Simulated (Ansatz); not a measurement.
The parent structure is ZrO2 in the fluorite structure (space group Fm-3m, No. 225; a = 5.089 Å).

Calculations: r2SCAN (Ansatz, a quantum-chemistry and plane-wave program; PAW; 500 eV plane waves; spin-orbit coupling left out).

For the base:

The shortest interatomic distance comes out as 2.204 Å and the electron mass is 0.53, 2.1 mₑ (at Γ).

Now apply this change: hydrostatic tension (pressure −1 GPa).

Problem. How does this affect the shortest interatomic distance and electron mass?

Solution. The shortest interatomic distance rises by 0.003 Å to 2.207 Å; the electron mass (degenerate bands, along [100]) changes from 0.53, 2.1 mₑ (at Γ) to 0.54, 2.1 mₑ (at Γ).

The levels and masses belong to the bands next to the band gap. Load acts through the strain it causes; cell and atoms are relaxed under it. Effective masses come from finite differences of ±0.01 Å⁻¹. Stability against distortions was not tested. This is not the structure that ZrO2 has at room temperature and ambient pressure.
